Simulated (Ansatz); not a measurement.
Band structure of MgB2 (P6/mmm, 3 atoms in the cell).

```yaml
crystal:
  lattice:
    - [1.54500, -2.67602, 0.00000]
    - [1.54500, 2.67602, 0.00000]
    - [0.00000, 0.00000, 3.52000]
  atoms:
    - { symbol: Mg, position: [0.00000, 0.00000, 0.00000] }
    - { symbol: B, position: [0.33333, 0.66667, 0.50000] }
    - { symbol: B, position: [0.66667, 0.33333, 0.50000] }
```

Method: PBE (plane waves, PAW; Ansatz, a program for electronic structure).

Settings: kpoints.mp_grid.grid = 12 12 9; hamiltonian.xc = pbe; hamiltonian.pseudopotentials = {kind: paw} (the program's default PAW files); scf.occupations.method = fermi_dirac; scf.occupations.width = 0.05 eV; kpoints.band_path.npoints = 8.

The starting cell has typed, rounded lattice constants, without a prior relaxation at this level.

Levels in eV from the Fermi level, bands 5 to 11:
| point | 5 | 6 | 7 | 8 | 9 | 10 | 11 |
|---|---|---|---|---|---|---|---|
| Γ | -12.36 | -2.86 | 0.37 | 0.37 | 1.74 | 6.30 | 6.30 |
| M | -8.49 | -7.78 | -2.15 | 0.27 | 3.12 | 3.88 | 5.39 |
| K | -7.22 | -7.22 | -5.80 | 1.84 | 1.84 | 6.23 | 6.23 |
| A | -11.07 | -7.35 | 0.75 | 0.75 | 6.63 | 6.63 | 7.93 |
| L | -7.52 | -6.86 | -3.50 | -1.85 | -1.25 | 5.69 | 8.76 |
| H | -6.34 | -6.34 | -5.12 | -1.95 | -1.95 | 3.60 | 11.63 |

Bands cross the Fermi level along this path, so the cell is metallic at this level.

Keys are those of Ansatz 0.2.
